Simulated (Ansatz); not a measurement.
Formation energy of the bound charge states of C on the O site (C_O) in alpha quartz (start: the O site; 72-site cell, 2×2×2 Γ-centred sampling) against the Fermi level, Si-rich (Δμ(O) = -4.16 eV, Δμ(C) = -0.41 eV, bounded by 6H silicon carbide; only phases computed here count, gases as isolated molecules at 0 K). Method: PBE, PAW (plane waves to 420 eV; Ansatz, a quantum-chemistry and plane-wave program).

Details: 72-site cell; 2×2×2 Γ-centred k-points; host gap 5.68 eV; charged states image-corrected; corrections pass 1 eV, so highly charged states may be off by several tenths; flagged in the runs: a host whose relaxation on this sampling wasn't shown to rest, a strain field that reaches the edge of the cell.

| E_F − E_VBM (eV) | q = +1 | q = 0 | q = −1 | q = −2 |
|---|---|---|---|---|
| 0.00 | 3.76 | 4.25 | 7.93 | 13.28 |
| 0.71 | 4.47 | 4.25 | 7.21 | 11.86 |
| 1.42 | 5.18 | 4.25 | 6.50 | 10.44 |
| 2.13 | 5.89 | 4.25 | 5.79 | 9.02 |
| 2.84 | 6.60 | 4.25 | 5.08 | 7.60 |
| 3.55 | 7.31 | 4.25 | 4.37 | 6.18 |
| 4.26 | 8.02 | 4.25 | 3.66 | 4.75 |
| 4.97 | 8.73 | 4.25 | 2.95 | 3.33 |
| 5.68 | 9.44 | 4.25 | 2.24 | 1.91 |

Crossings of the lowest lines: (+1/0) at 0.49 eV; (0/−1) at 3.68 eV; (−1/−2) at 5.35 eV.
